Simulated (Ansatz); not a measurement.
**How far PBE and r2SCAN part for Zr, pressure 7 GPa**

The parent structure is Zr in the hcp (Mg type) structure (space group P6_3/mmc, No. 194; a = 3.2313 Å, c = 5.1732 Å).

(Cell as relaxed with PBE.)

Levels (all Ansatz, a first-principles code, PAW): PBE (420 eV, without spin-orbit coupling); r2SCAN (500 eV, scalar-relativistic without spin-orbit coupling).

Each level relaxes its own structure.

| base | PBE | r2SCAN |
|---|---|---|
| volume per atom | 23.39 Å³ | 23.50 Å³ |
| lattice parameter a | 6.106 bohr | 6.134 bohr |
| band gap | zero | zero |

Modification: cell and atoms relaxed at a pressure of 7 GPa.

```
quantity                    PBE  r2SCAN
-------------------  ----------  ------
lattice parameter a  5.959 bohr     ___
c/a ratio                 1.611     ___
```

Problem. Predict the r2SCAN column.

Solution. 
- lattice parameter a, r2SCAN: 5.992 bohr
- c/a ratio, r2SCAN: 1.593

PBE's lattice parameter a lies 0.0339 bohr below r2SCAN's (0.6 %); PBE's c/a ratio lies 0.018 above r2SCAN's. Neither level is exact; r2SCAN is the comparison here, not a measurement.

Load acts through the strain it causes; cell and atoms are relaxed under it. Whether these cells are dynamically stable was not tested. All final runs are without spin polarisation. Measured, Zr leaves this structure (for the ω phase) near 3 GPa (temperature not stated; as listed in C. Cazorla, D. Alfè, M. J. Gillan, Physical Review B (2008)).
